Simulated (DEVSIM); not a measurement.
Device: abrupt GaAs p-n junction, at 300 K.

```csv
layer (left to right),material,thickness (μm),Nd (cm⁻³),Na (cm⁻³),τn (s),τp (s)
1,GaAs,77.0,-,2.7e16,5.6e-9,5.6e-9
2,GaAs,18.0,9.3e15,-,5.6e-9,5.6e-9
```

Left contact: ohmic. Right contact: ohmic. Voltage is applied to the left contact. Recombination: SRH at mid-gap, radiative. Mobility is μmin + (μ − μmin)/(1 + (N/Nref)^α).

This is a model device: material constants are rounded textbook-type values typed into the input, and sizes, dopings and lifetimes were drawn at random. Values at 300 K.

| parameter | GaAs |
|---|---|
| gap (eV) | 1.424 |
| affinity (eV) | 4.07 |
| permittivity | 12.9 |
| Nc (cm⁻³) | 4.7e17 |
| Nv (cm⁻³) | 9e18 |
| μn (cm²/Vs) | 8500 |
| μp (cm²/Vs) | 400 |
| μn,min | 500 |
| μp,min | 20 |
| Nref,n | 6e16 |
| Nref,p | 1.5e17 |
| αn | 0.39 |
| αp | 0.38 |
| B (cm³/s) | 2e-10 |

Simulated with DEVSIM: 1D drift-diffusion, Boltzmann statistics, complete ionisation; no tunnelling, impact ionisation, image-force lowering or self-heating.

The doping Nd of layer 2 was swept, all else fixed.

```tsv
doping Nd of layer 2 (cm^-3)	potential step across the device at zero bias (V)	dark forward voltage at 1 A/cm² (V)	dark forward voltage at 100 A/cm² (V)	largest field in the device at zero bias (V/cm)
2.8e14	1.082	0.966	1.835	11000
9.3e14	1.113	0.985	1.767	17000
2.8e15	1.141	1.005	1.717	28000
9.3e15	1.172	1.023	1.682	47000
2.8e16	1.201	1.032	1.664	67000
9.3e16	1.232	1.035	1.654	83000
```

From the first row to the last the potential step across the device at zero bias goes from 1.082 to 1.232. From the first row to the last the dark forward voltage at 1 A/cm² goes from 0.966 to 1.035.
